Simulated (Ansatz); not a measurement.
Consider Al₂Cu (space group I4/mcm, No. 140).

```cif
data_Al4Cu2
_chemical_formula_sum 'Al4 Cu2'
_space_group_name_H-M_alt 'P 1'
_space_group_IT_number 1
_cell_length_a 4.87591
_cell_length_b 4.87591
_cell_length_c 4.87591
_cell_angle_alpha 103.965
_cell_angle_beta 103.965
_cell_angle_gamma 121.155
loop_
_space_group_symop_operation_xyz
  'x, y, z'
loop_
_atom_site_label
_atom_site_type_symbol
_atom_site_fract_x
_atom_site_fract_y
_atom_site_fract_z
_atom_site_occupancy
Al1 Al 0.65900 0.15900 0.81801 1
Al2 Al 0.84100 0.65900 0.50000 1
Al3 Al 0.15900 0.34100 0.50000 1
Al4 Al 0.34100 0.84100 0.18199 1
Cu1 Cu 0.25000 0.25000 0.00000 1
Cu2 Cu 0.75000 0.75000 0.00000 1
```

The values are results of Kohn–Sham DFT with the r2SCAN functional, run in Ansatz (a program for electronic structure) with PAW and 500 eV plane waves, spin-orbit coupling left out, earlier PAW set, not measurements.

For the base:

```
Quantity               Result
-------------------  --------
Lattice parameter a  600.6 pm
```

Modification: full substitution Cu → P, then cell and atoms are relaxed.

Q: How does this affect the lattice parameter a?

A: The lattice parameter a increases by 7.5 pm to 608.1 pm.

Whether these cells are dynamically stable was not tested. As relaxed here, Al2P is a hypothetical phase, not in the database extracts checked. The final runs are not spin-polarised.
